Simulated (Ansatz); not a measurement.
**What uniaxial strain ε_zz = +2.25 % does to Na3Sb**

Consider Na3Sb (space group P6_3/mmc, No. 194; a = 5.312 Å, c = 9.453 Å). Axes: x lies along a and z along c of the hexagonal cell.

Modification: uniaxial strain ε_zz = +2.25 %, all other strain components held at zero, atoms relaxed at fixed cell.

Calculations: PBEsol (Ansatz, a first-principles code), no spin-orbit coupling. k-mesh 10×10×5 (Γ-centred); smearing 0.05 eV (Fermi–Dirac).

```tsv
quantity	base	changed	shift
volume per atom	28.88 Å³	29.53 Å³	+0.65 Å³
space group	P6_3/mmc (No. 194)	P6_3/mmc (No. 194)	–
shortest interatomic distance	3.067 Å	3.067 Å	0.000 Å
energy relative to the base (free energy F)	0 meV/atom	+2.1 meV/atom	+2.1 meV/atom
pressure (mean of the normal stresses, compression positive)	0.00 GPa	-0.39 GPa	-0.39 GPa
band gap	0.43 eV	0.34 eV	-0.09 eV
gap character	direct at Γ	direct at Γ	–
width of the top valence band	0.92 eV	0.93 eV	+0.004 eV
electron mass	0.076 mₑ along c, 0.061 mₑ across (at Γ)	0.073 mₑ along z, 0.053 mₑ across (at Γ)	–
valence-band top at Γ (three highest levels, from the VBM)	0.00, 0.00, -0.16 eV	0.00, 0.00, -0.15 eV	–
stress (xx, yy, zz, yz, xz, xy; compression positive)	–	(-0.09, -0.09, -0.99, 0.00, 0.00, 0.00) GPa	–
```

Final structure:

```
Na3Sb
1.0
    5.31225     0.00000     0.00000
   -2.65612     4.60054     0.00000
    0.00000     0.00000     9.66554
Sb Na
2 6
Direct
  0.33333   0.66667   0.25000
  0.66667   0.33333   0.75000
  0.00000   0.00000   0.25000
  0.00000   0.00000   0.75000
  0.33333   0.66667   0.58259
  0.66667   0.33333   0.08259
  0.33333   0.66667   0.91741
  0.66667   0.33333   0.41741
```

Cost of the whole job for the changed cell (relaxation, final SCF and bands): about 2.2 core-minutes (a rough figure).

Spin-orbit coupling, missing from the scalar runs, can matter with Sb. Effective masses come from finite differences of ±0.01 Å⁻¹. No phonon test of stability was made.
